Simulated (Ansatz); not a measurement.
Start from SbAs in the NiAs type structure (space group P6_3/mmc, No. 194; a = 3.9424 Å, c = 7.3008 Å; a hypothetical phase, not in the database extracts checked).

Structures relaxed with r2SCAN/PAW in Ansatz (a program for electronic structure), no spin-orbit coupling.

Base:

Simulated powder pattern, Cu Kα1, λ = 1.54056 Å (kinematic, ideal powder, no thermal factors, no anomalous dispersion; the 8 strongest lines at most, above 2 %, up to 2θ = 90°):

```csv
2θ (°),I/Imax (%),hkl
28.84,100,(101)
35.99,96,(102)
45.75,28,(103)
46.00,49,(110)
55.21,16,(201)
59.75,22,(202)
70.22,27,(114)
78.56,19,(212)
```

After one change:

Simulated powder pattern, Cu Kα1, λ = 1.54056 Å (kinematic, ideal powder, no thermal factors, no anomalous dispersion; the 8 strongest lines at most, above 2 %, up to 2θ = 90°):

```csv
2θ (°),I/Imax (%)
28.37,100
35.28,95
44.73,28
45.30,49
54.32,16
58.68,21
68.63,28
77.11,19
```

Problem. What was done to the base?
A) As → Bi
B) Sb → Bi
C) Sb → Ga
D) Sb → Te

Solution. D, Sb → Te. Its volume per atom is 25.93 Å³ against 24.57 Å³, and its space group is P6_3/mmc (No. 194).

No phonon test of stability was made. As relaxed here, TeAs, BiSb, GaAs and BiAs are hypothetical phases, not in the database extracts checked. All final runs are without spin polarisation.
